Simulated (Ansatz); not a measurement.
The starting structures come from a database of crystals and need not be the phases stable at ambient conditions.

Inside the gap of an insulator the Bloch states are evanescent, with a wavenumber k + iκ along the transport direction.

Here is the system:

```
CELL_PARAMETERS angstrom
      7.24544     0.00000     0.00000
      0.00000     7.56720     0.00000
      3.62272     0.00000     2.09158
ATOMIC_POSITIONS crystal
  Sr 0.33333 0.67924 0.00000
  Sr 0.66667 0.32076 0.00000
  H  0.00000 0.50000 0.00000
  H  0.33333 0.35553 0.00000
  H  0.66667 0.64447 0.00000
  I  0.00000 0.00000 0.00000
```

The cell was relaxed by PBE-D3(BJ); by r2SCAN it stands under a pressure of 1.5 GPa.

Transport runs along the normal of the first two printed cell vectors, the (110) plane of the conventional cell.

The gap is the functional's own. No spin-orbit coupling. Mid-gap values are those at the computed energy nearest the middle.

### Question
Predict the band gap and the smallest decay constant κ at mid-gap from r2SCAN (Ansatz, a program for electronic structure).

### Answer
Gap 2.66 eV on a 14×4×14 mesh; κ = 0.205 1/Å, at (0.000, 0.500) of the in-plane reciprocal vectors. At the zone centre the slowest state has κ = 0.27 1/Å.
